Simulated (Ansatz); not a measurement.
The reference is Rb$_{2}$YAgF$_{6}$ (space group Fm-3m, No. 225; a = 9.105 Å; a cell from a computed database, its experimental status unchecked).

All numbers come from Ansatz (a first-principles code), r2SCAN, PAW, cutoff 500 eV, scalar-relativistic without spin-orbit coupling.

For the base:

- Smallest direct gap = 3.58 eV
- Gap character = indirect, L → Γ
- Band gap = 3.33 eV

Now apply this change: every Ag is replaced by In, then cell and atoms are relaxed.

Tabulated Pauling electronegativity and covalent radius: Ag 1.93, 1.45 Å; In 1.78, 1.42 Å.

Question: Predict the new smallest direct gap.

Answer: The smallest direct gap increases by 0.277 eV to 3.85 eV.

Question: What does the calculation give for the gap character after the change?

Answer: The gap character changes from indirect, L → Γ to indirect, L → Γ–X (60 % along).

Question: Predict the new band gap.

Answer: The band gap rises by 0.49 eV, from 3.33 eV to 3.82 eV.

Gaps are read on the SCF mesh and a high-symmetry path. No phonon test of stability was made. For Rb2YInF6 in this form, whether it has been made was not checked.
